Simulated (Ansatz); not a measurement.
The starting structures come from a database of crystals and need not be the phases stable at ambient conditions.

Tunnelling through a barrier is set by its complex band structure: the current falls as exp(−2κd) with the smallest κ.

Here is the system:

```
BaCClNS
1.0
    5.91309     0.00000     0.00000
    1.34865     8.80226     0.00000
    0.00000     0.00000     4.68980
Ba C S N Cl
2 2 2 2 2
Direct
  0.21010   0.69859   0.75000
  0.78990   0.30141   0.25000
  0.60606   0.84562   0.25000
  0.39394   0.15438   0.75000
  0.14014   0.10390   0.75000
  0.85986   0.89610   0.25000
  0.42099   0.80905   0.25000
  0.57901   0.19095   0.75000
  0.25217   0.45163   0.25000
  0.74783   0.54837   0.75000
```

The cell is taken as given; by PBEsol it stands under a pressure of -2.1 GPa.

Transport runs along the normal of the first two printed cell vectors.

The gap is the functional's own, uncorrected, and κ follows it; spin-orbit coupling is left out. Mid-gap means the computed energy nearest the middle.

Problem. Compute, with PBEsol run with Ansatz (a program for electronic structure), the band gap and the smallest decay constant κ at mid-gap.

Solution. Gap 4.05 eV on a 6×4×6 mesh; κ = 0.478 1/Å, at (0.500, 0.000) of the in-plane reciprocal vectors. At the zone centre the slowest state has κ = 0.52 1/Å.
